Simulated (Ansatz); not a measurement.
# Response to strain in Hf

Take Hf in the hcp (Mg type) structure (space group P6_3/mmc, No. 194; a = 3.117 Å, c = 4.950 Å; relaxed with 0.1 eV smearing) as the base. Axes: x lies along a and z along c of the hexagonal cell.

Strains are applied to the cell and any free atomic positions relax.

Computed with LDA (Ansatz, an electronic-structure program, PAW, no spin-orbit coupling).

Notes on the quantities. energy relative to the base: free energy F.

| case | energy relative to the base | volume per atom |
|---|---|---|
| base | 0 meV/atom | 20.83 Å³ |
| uniaxial strain ε_xx = −3.00 % | +12 meV/atom | 20.20 Å³ |
| uniaxial strain ε_xx = −2.50 % | ___ | 20.31 Å³ |
| uniaxial strain ε_xx = −2.00 % | +5.0 meV/atom | 20.41 Å³ |
| uniaxial strain ε_xx = −1.50 % | ___ | 20.52 Å³ |
| uniaxial strain ε_xx = −0.50 % | +0.3 meV/atom | 20.73 Å³ |
| uniaxial strain ε_xx = +1.00 % | ___ | 21.04 Å³ |
| uniaxial strain ε_xx = +2.00 % | +4.6 meV/atom | 21.25 Å³ |
| uniaxial strain ε_xx = +2.50 % | ___ | 21.35 Å³ |
| uniaxial strain ε_xx = +3.00 % | +10 meV/atom | 21.45 Å³ |

Problem. What belongs in the blanks?

Solution. 
- uniaxial strain ε_xx = −2.50 %, energy relative to the base: +8.0 meV/atom
- uniaxial strain ε_xx = −1.50 %, energy relative to the base: +2.8 meV/atom
- uniaxial strain ε_xx = +1.00 %, energy relative to the base: +1.2 meV/atom
- uniaxial strain ε_xx = +2.50 %, energy relative to the base: +7.2 meV/atom

Whether these cells are dynamically stable was not tested. The final runs are not spin-polarised.
